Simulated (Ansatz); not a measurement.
By LDA and PBEsol, the system below comes out a metal.

Given:

```
CELL_PARAMETERS angstrom
      2.90222     0.00000     0.00000
      0.00000     2.90222     0.00000
      1.45111    -1.45111     2.05218
ATOMIC_POSITIONS crystal
  Ag 0.00000 0.00000 0.00000
```

Space group of this cell: Fm-3m, fcc (Cu type). The cell is taken as given; by PBEsol its mean pressure is -4.0 GPa.

The current runs along the normal of the first two printed vectors, the (001) plane. All runs by Ansatz (an electronic-structure program), plane waves and PAW, without spin-orbit coupling; the base is PBEsol.

| run | mean pressure (GPa) | G/A, both spins (10¹⁵ S/m²) |
|---|---|---|
| base | -4.0 | 0.86 |
| all lengths scaled by 0.98 | 3.0 | 0.88 |
| all lengths scaled by 1.02 | -8.7 | 0.83 |
| lda in place of pbesol | -8.6 | 0.86 |
| lengths across the current scaled by 0.98, ions clamped | 0.4 | 0.88 |
| lengths across the current scaled by 1.02, ions clamped | -7.3 | [?] |
| lengths along the current scaled by 0.97, ions clamped | -0.8 | 0.88 |
| lengths along the current scaled by 1.03, ions clamped | -6.5 | [?] |

Question: What belongs in the gaps?

Answer: 
- lengths across the current scaled by 1.02, ions clamped, G/A, both spins (10¹⁵ S/m²): 0.84
- lengths along the current scaled by 1.03, ions clamped, G/A, both spins (10¹⁵ S/m²): 0.84
